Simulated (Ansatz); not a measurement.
## Na under a change: Na → Cs

The parent structure is Na in the hcp (Mg type) structure (space group P6_3/mmc, No. 194; a = 3.718 Å, c = 6.075 Å).

Now apply this change: every Na is replaced by Cs; the structure is relaxed again.

Method: Ansatz (an electronic-structure program), PBEsol, PAW, cutoff 420 eV, scalar-relativistic without spin-orbit coupling. Settings: 10×10×6 k-points, 0.05 eV Fermi–Dirac smearing, for the changed cell.

```json
[
 {"quantity": "volume per atom", "base": "36.37 Å³", "changed": "109.56 Å³", "shift": "+73.196 Å³"},
 {"quantity": "density", "base": "1.05 g/cm³", "changed": "2.01 g/cm³", "shift": "+0.96 g/cm³"},
 {"quantity": "lattice parameter a", "base": "3.718 Å", "changed": "5.389 Å", "shift": "+1.671 Å"},
 {"quantity": "c/a ratio", "base": "1.634", "changed": "1.617", "shift": "-0.017"},
 {"quantity": "space group", "base": "P6_3/mmc (No. 194)", "changed": "P6_3/mmc (No. 194)", "shift": "–"},
 {"quantity": "band gap", "base": "zero", "changed": "zero", "shift": "–"}
]
```

Final structure:

```yaml
crystal:
  lattice:
    - [5.38895, 0.00000, 0.00000]
    - [-2.69448, 4.66697, 0.00000]
    - [0.00000, 0.00000, 8.71270]
  atoms:
    - { symbol: Cs, position: [0.33333, 0.66667, 0.25000] }
    - { symbol: Cs, position: [0.66667, 0.33333, 0.75000] }
```

Whether these cells are dynamically stable was not tested. For Cs in this form, whether it has been made was not checked. This is not the structure that Cs has at room temperature and ambient pressure. This is not the structure that Na has at room temperature and ambient pressure.
